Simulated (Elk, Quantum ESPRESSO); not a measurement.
## One structure in several programs: SmNiSb (P6_3/mmc, 6 atoms in the cell)

Self-consistent single point.

```
SmNiSb
1.0
    4.27904     0.00000     0.00000
   -2.13952     3.70575     0.00000
    0.00000     0.00000     8.11379
Sm Ni Sb
2 2 2
Direct
  0.00000   0.00000   0.00000
  0.00000   0.00000   0.50000
  0.33333   0.66667   0.25000
  0.66667   0.33333   0.75000
  0.33333   0.66667   0.75000
  0.66667   0.33333   0.25000
```
Moments meant for the start (each program seeds them in its own way; μB, in the order of the atoms Sm Sm Ni Ni Sb Sb): 5.0 5.0 0.0 0.0 0.0 0.0.

All programs got the same cell, k-point mesh and kind of occupations, and the same starting moments (in Elk's words: spinpol = true; swidth = 0.00367493 Ha); potentials, basis and cutoffs are each program's usual ones.

| code | model | size of the net moment (μB/atom) | cutoff |
|---|---|---|---|
| Elk | PBEsol, all-electron FP-LAPW, Elk's shipped species files, APW+lo basis with extra local orbitals | 1.79 | rgkmax 8 |
| Quantum ESPRESSO | PBEsol, SSSP 1.1.2 efficiency (PBE) pseudopotentials | 1.76 | 50 Ry |

The spread over the programs that give each value: size of the net moment within 0.03 μB/atom.

The starting cell comes from a database of computed structures (which also holds hypothetical and non-ambient phases and stackings), without a prior relaxation at this level. Its lattice was rescaled by a random factor within 2.5 % of one. On Elk's run: Spin-orbit coupling is off. The magnetic order is the one reached from the typed start; others were not searched systematically. With U or open f shells several self-consistent states can exist. The f electrons are in the valence without U or exact exchange, which can misplace them near the Fermi level. Spin-orbit terms, which matter for f shells, are left out. Values depend on the basis (sphere radii, cutoffs, local orbitals), which need not be converged.

Q: Why do the programs differ, and what cannot be compared?

A: Differences of this kind can come from the potentials, where these differ, and from what each basis and cutoff leave unconverged. The zero of total energies and Fermi levels follows the potentials and each program's conventions, so they are not compared here. Elk treats all electrons, but the usual bases taken here (sphere radii, linearisation, local orbitals, empty states) were not tested for convergence, so the values are no reference for the others. Site moments depend on each program's spheres or projections; the total moment of the cell does not.

Left out of this page: Ansatz (with a known weakness of the program); FLEUR (failed or unconverged).
